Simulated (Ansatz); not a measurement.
Here is the system:

```
CdGeAs2
1.0
   -3.06920     3.06920     5.83034
    3.06920    -3.06920     5.83034
    3.06920     3.06920    -5.83034
Cd Ge As
2 2 4
Cartesian
  0.00000   0.00000   0.00000
  0.00000   3.06920   2.91517
  0.00000   0.00000   5.83034
  3.06920   0.00000   2.91517
  1.36629   1.53460   7.28793
  1.53460  -1.36629   4.37276
  1.70291   1.53460   1.45759
  1.53460   4.43549  -1.45759
```

No spin polarisation.

Method: DFT with PBE, PAW potentials and a 420 eV plane-wave cutoff in Ansatz (a first-principles code), no SOC. k-mesh 8×8×8 (Γ-centred); smearing 0.05 eV (Fermi–Dirac).

Predict the pressure and space group.

The pressure (mean of the normal stresses, compression positive) is -2.12 GPa and the space group comes out as I-42d (No. 122).

The cells carry an imposed strain or load. No phonon test of stability was made. The cell was made from CdGeAs2 in the chalcopyrite structure (space group I-42d, No. 122) by this change: isotropic strain +1.50 %.
